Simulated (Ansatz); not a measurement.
Data:

End structure of a constructed model of the (111) surface of fcc Au, a pseudomorphic layer of Pd in the host's stacking (bottom of the slab: a bare face, its two planes held):

```
CELL_PARAMETERS angstrom
      2.93959     0.00000     0.00000
     -1.46980     2.54576     0.00000
      0.00000     0.00000    30.50000
ATOMIC_POSITIONS crystal
  Au 0.33333 0.66667 0.26532
  Au 0.66667 0.33333 0.34402
  Au 0.00000 0.00000 0.42263
  Au 0.33333 0.66667 0.50166
  Au 0.66667 0.33333 0.58046
  Au 0.00000 0.00000 0.65900
  Pd 0.33333 0.66667 0.73281
```

Model: 7-atom slab, 14.3 Å thick at the start, 15x15x1 mesh, Fermi-Dirac 0.1 eV, dipole correction, single point; on the structure that PBE left under its start's symmetry; no spin, no spin-orbit, no U. It is one candidate, not shown to be the stable structure of the face.

Problem. What work function of the top face does r2SCAN, at the PBE geometry (Ansatz, a quantum-chemistry and plane-wave program) give?

Solution. 5.12 eV
